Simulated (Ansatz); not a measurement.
# Input and output of a self-consistent single point for a (001) slab of Mg2Pd (cut from a parent of space group no. 139; 6 atoms in the cell) (Ansatz)

Method: PBEsol, default PAW files made with PBE (plane waves; Ansatz, an electronic-structure program).

The input file:

Ansatz 0.2 input:
```yaml
crystal:
  lattice:
    - [3.256250, 0.000000, 0.000000]
    - [0.000000, 3.256250, 0.000000]
    - [0.000000, 0.000000, 22.048081]
  atoms:
    - { symbol: Mg, position: [0.500000, 0.500000, 0.682512] }
    - { symbol: Mg, position: [0.000000, 0.000000, 0.317488] }
    - { symbol: Pd, position: [0.000000, 0.000000, 0.614869] }
    - { symbol: Mg, position: [0.000000, 0.000000, 0.452773] }
    - { symbol: Mg, position: [0.500000, 0.500000, 0.547227] }
    - { symbol: Pd, position: [0.500000, 0.500000, 0.385131] }
basis:
  ecutwfc: 420.0 eV
kpoints:
  mp_grid: { grid: [9, 9, 1] }
hamiltonian:
  xc: pbesol
  pseudopotentials: { kind: paw }
scf:
  occupations: { method: fermi_dirac, width: 0.1 eV }
output:
  forces: true
  eigenvalues: true
  stress: true
```

Output, abridged:

```
WARN ansatz: RAYON_NUM_THREADS=1 ignored (pool sized by the plan → 1); use --threads N
Pseudopotentials: kind: paw
Pseudopotential: Mg, paw, valence charge 10
Pseudopotential: Pd, paw, valence charge 18
Crystal: 6 atoms, lattice volume = 233.779 Å³
Basis set: ecut = 420 eV, 4609 PW (Γ), exchange–correlation on 48×48×300 points (8 copies of the dense FFT grid, shifted against one another)
Bands: 46, of which v1, the nominal top of the filled ones, is band 38 counted from 1 (37 counted from 0)
Symmetry: 16 space group operations
Space group: P4/nmm (ITA 129), of the structure as read, at distance tolerance 6.2e-5 Å
k-points: 15 of 81
PAW frozen core: Mg, regenerated for the run's functional, and the local potential with it
PAW frozen core: Pd, regenerated for the run's functional, and the local potential with it
Initial density: superposition of atomic densities (neutral atoms: chi_scale 0, normalization atom), corrected by the library's trained network
Initial wavefunctions: pseudopotential atomic-orbital guess
Eigensolver: davidson
Functional: x = pbesol(κ = 0.804, μ = 0.12345679012345678), c = pbesol(β = 0.046)
SCF iter   1: F=—  HF=-21463.589380 eV  |F-HF|=—  |Δ(HF+E_count)|=         —  Δρ=2.72e-3  dr2=7.20e-2  ethr=1.77e-3  ⟨swp⟩=11.1  Hψ=3299  notcnv=0  defer=2
all-band conjugate gradients solve this SCF's bands
preconditioner: auto → LDOS
SCF iter   2: F=—  HF=-21463.585338 eV  |F-HF|=—  |Δ(HF+E_count)|=   4.04e-3  Δρ=2.64e-3  dr2=1.62e-2  ethr=9.47e-5  ⟨swp⟩=3.1  Hψ=1627  notcnv=0  defer=9
SCF iter   3: F=—  HF=-21463.581987 eV  |F-HF|=—  |Δ(HF+E_count)|=   3.35e-3  Δρ=1.15e-3  dr2=4.38e-3  ethr=2.13e-5  ⟨swp⟩=2.0  Hψ=1248  notcnv=0  defer=9
SCF iter   4: F=—  HF=-21463.581363 eV  |F-HF|=—  |Δ(HF+E_count)|=   6.24e-4  Δρ=1.86e-4  dr2=3.00e-4  ethr=5.76e-6  ⟨swp⟩=2.0  Hψ=931  notcnv=0  defer=9
SCF iter   5: F=—  HF=-21463.581330 eV  |F-HF|=—  |Δ(HF+E_count)|=   3.30e-5  Δρ=6.93e-5  dr2=3.38e-5  ethr=3.94e-7  ⟨swp⟩=2.8  Hψ=1191  notcnv=0  defer=9
SCF iter   6: F=—  HF=-21463.581306 eV  |F-HF|=—  |Δ(HF+E_count)|=   2.44e-5  Δρ=3.52e-5  dr2=5.21e-6  ethr=4.44e-8  ⟨swp⟩=2.0  Hψ=894  notcnv=0  defer=6
SCF iter   7: F=—  HF=-21463.581306 eV  |F-HF|=—  |Δ(HF+E_count)|=   1.65e-7  Δρ=8.02e-6  dr2=2.14e-7  ethr=6.85e-9  ⟨swp⟩=2.0  Hψ=889  notcnv=0  defer=6
SCF iter   8: F=-21463.581306 eV  HF=-21463.581306 eV  |F-HF|=1.02e-8  |Δ(HF+E_count)|=   2.38e-7  Δρ=1.83e-6  dr2=8.64e-9  ethr=1.32e-10  ⟨swp⟩=11.2  Hψ=2969  notcnv=0
SCF 1 converged in 8 iterations: F = -21463.581306 eV  dr2 = 8.64e-9
SCF converged after 8 iterations
Free energy (F): -21463.581306 eV
Harris-Foulkes:  -21463.581306 eV  (|F-HF|=1.02e-8)
Internal energy: -21463.490745 eV  (E = F + TS)
E sigma→0 (E₀):  -21463.536026 eV
Entropy (-TS):   -0.090561 eV (-15.094 meV/atom)
Fermi energy:    3.172654 eV
--- Per-component energies (eV) ---
  E_band       = -2400.154416
  E_kinetic    = 1331.248253
  E_local      = -68608.952623  (includes V_loc(G=0)·N_el)
  E_nonlocal   = 822.519890
  E_hartree    = 32696.364802
  E_xc         = -449.168975
  E_vxc        = -569.908526  (∫ρ·V_xc dr)
  E_paw        = -8495.205645  (= ΣΔE_a)
  E_vpaw       = -767.778008  (= ΣTr[D̂ρ^β])
  E_aug_tail   = 0.000365  (compensation charges beyond the density's cutoff)
  E_ewald      = 21238.862690
  E_core_change = 0.840497  (= ΣΔE_core)
  E_smearing   = -0.090561  (= −TS)
  E_closure    = 0.000000  (closes the sum)
  Σ components = -21463.581306   (vs F -21463.581306, Δ=0.00e0)
--- Forces (eV/Å), atoms counted from 1 ---
  atom   1  Mg     0.00000000     0.00000000    -0.27656122
  atom   2  Mg     0.00000000     0.00000000     0.27656122
  atom   3  Pd     0.00000000     0.00000000     0.09886482
  atom   4  Mg    -0.00000000     0.00000000    -0.08385877
  atom   5  Mg    -0.00000000     0.00000000     0.08385877
  atom   6  Pd     0.00000000     0.00000000    -0.09886482
  max |Σ_I F_I| component: 8.33e-17 eV/Å
--- Stress (GPa, compression-positive) ---
       -1.583406       0.000000       0.000000
        0.000000      -1.583406       0.000000
        0.000000       0.000000      -1.062916
  P = ⅓ Tr σ = -1.4099 GPa (-14.099 kbar)
  The stress holds the Pulay correction. Without it, at fixed plane waves, as pw.x and ABINIT print it: P = -1.4164 GPa
--- Band table (eV; the first three rows and the last of 15) ---
  k-point 0: bands = ["-81.2153", "-81.2153", "-72.4191", "-72.4191", "-71.9069", "-71.9040", "-46.9773", "-46.9772", "-46.9609", "-46.9609", "-46.9609", "-46.9609", "-39.4041", "-39.4041", "-39.3334", "-39.3334", "-39.3334", "-39.3334", "-38.8740", [...]
  k-point 1: bands = ["-81.2151", "-81.2151", "-72.4191", "-72.4191", "-71.9068", "-71.9040", "-46.9770", "-46.9770", "-46.9647", "-46.9647", "-46.9605", "-46.9605", "-39.4039", "-39.4039", "-39.3350", "-39.3350", "-39.3333", "-39.3333", "-38.8734", [...]
  k-point 2: bands = ["-81.2147", "-81.2147", "-72.4189", "-72.4189", "-71.9063", "-71.9040", "-46.9762", "-46.9762", "-46.9745", "-46.9745", "-46.9597", "-46.9597", "-39.4035", "-39.4035", "-39.3390", "-39.3390", "-39.3330", "-39.3330", "-38.8721", [...]
  k-point 14: bands = ["-81.2122", "-81.2122", "-72.4178", "-72.4178", "-71.9041", "-71.9040", "-46.9901", "-46.9901", "-46.9901", "-46.9901", "-46.9718", "-46.9718", "-39.4020", "-39.4020", "-39.3452", "-39.3452", "-39.3452", "-39.3452", [...]
```

The run converged in 8 iterations.

The starting cell comes from a database of computed structures (which also holds hypothetical and non-ambient phases and stackings), without a prior relaxation at this level. The slab is cut from that crystal, and its faces are unrelaxed. Its lattice was rescaled by up to half a per cent. Spin polarisation is off.
